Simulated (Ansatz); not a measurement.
## A computed series for AlNi: response to strain

The reference is AlNi in the CsCl type structure (space group Pm-3m, No. 221; a = 2.893 Å; non-magnetic).

Strains are applied to the cell and any free atomic positions relax.

Level of theory: Ansatz (a program for electronic structure), PBE, PAW, cutoff 420 eV, spin-orbit coupling left out.

Notes on the quantities. energy relative to the base: free energy F.

```tsv
isotropic strain (%)	energy relative to the base (meV/atom)
-1.48	12.5
0	0.0
0.64	2.2
3.92	?
4.98	114.0
```

**Question.** Fit ΔE = Aε² + Bε³ (ε in %) to the rows shown and predict the withheld row.

**Answer.** Least squares on the printed values gives A = 5.45 and B = -0.17 meV/atom (largest residual 0.0 meV/atom); this predicts 73.4 meV/atom, and the run gives 73.1 meV/atom, 0.3 lower.

No phonon test of stability was made. Starting moments died away, wholly or in part, for the base; another magnetic solution may exist. The final runs are not spin-polarised.
